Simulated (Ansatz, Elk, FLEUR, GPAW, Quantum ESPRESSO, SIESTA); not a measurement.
# Code comparison for NiO (Fm-3m, 4 atoms in the cell)

Self-consistent single point, at a second geometry (lattice scaled by 0.98). First geometry:

```
NiO
1.0
    4.28157     2.14079     2.14079
    2.14079     4.28157     2.14079
    2.14079     2.14079     4.28157
Ni O
2 2
Direct
  0.00000   0.00000   0.00000
  0.50000   0.50000   0.50000
  0.25000   0.25000   0.25000
  0.75000   0.75000   0.75000
```
Moments meant for the start (each program seeds them in its own way; μB, in the order of the atoms Ni Ni O O): 2.0 -2.0 0.0 0.0.

Shared settings, as Ansatz (an electronic-structure program) writes them: kpoints.mp_grid.grid = 7 7 7; scf.occupations.method = fermi_dirac; scf.occupations.width = 0.05 eV. Potentials and cutoffs stand in the table.

```json
[
 {"code": "SIESTA", "model": "GGA PBE, numerical atomic orbitals DZP, PseudoDojo PBE standard norm-conserving potentials (rewritten from UPF to PSML)", "ΔF from the first geometry (meV/atom)": "-23.0", "gap on the mesh (eV)": "1.016", "cutoff": "grid 400 Ry"},
 {"code": "Quantum ESPRESSO", "model": "PBE, PSlibrary PAW (PBE) pseudopotentials", "ΔF from the first geometry (meV/atom)": "-18.9", "gap on the mesh (eV)": "1.072", "cutoff": "55 Ry"},
 {"code": "GPAW", "model": "PBE, GPAW PAW datasets PBE (gpaw-data 1.0.1)", "ΔF from the first geometry (meV/atom)": "-9.6", "gap on the mesh (eV)": "1.077", "cutoff": "950 eV"},
 {"code": "Elk", "model": "PBE, all-electron FP-LAPW, Elk's shipped species files, APW+lo basis with extra local orbitals", "ΔF from the first geometry (meV/atom)": "–", "gap on the mesh (eV)": "1.057", "cutoff": "rgkmax 7.5"},
 {"code": "Ansatz", "model": "PBE, default PAW files", "ΔF from the first geometry (meV/atom)": "-21.0", "gap on the mesh (eV)": "–", "cutoff": "default"},
 {"code": "FLEUR", "model": "PBE, all-electron FLAPW (FLEUR), scalar-relativistic valence", "ΔF from the first geometry (meV/atom)": "-17.8", "gap on the mesh (eV)": "1.051", "cutoff": "Kmax 4.5 1/bohr"}
]
```

A dash marks a value that a program does not give, or that is left out as unsure.

No gap is tabulated for Ansatz: it is not read from that output, or partly filled or unconverged empty levels leave it unsure.

Gaps are read on the mesh.

On Ansatz's run: the magnetic order is the one reached from the typed start; others were not searched systematically.

The spread over the programs that give each value: ΔF from the first geometry within 13.4 meV/atom; gap on the mesh within 0.061 eV.

SIESTA uses small atom-centred bases, whose incompleteness enters pressures, forces and empty levels differently from a plane-wave cutoff. Elk and FLEUR treat all electrons, but the usual bases taken here (sphere radii, linearisation, local orbitals, empty states) were not tested for convergence, so the values are no reference for the others. 

The starting cell has typed, rounded lattice constants, without a prior relaxation at this level. Its lattice was rescaled by a random factor within 2.5 % of one. For this run, on top of that: lattice scaled by 0.98.

Keys are those of Ansatz 0.2.
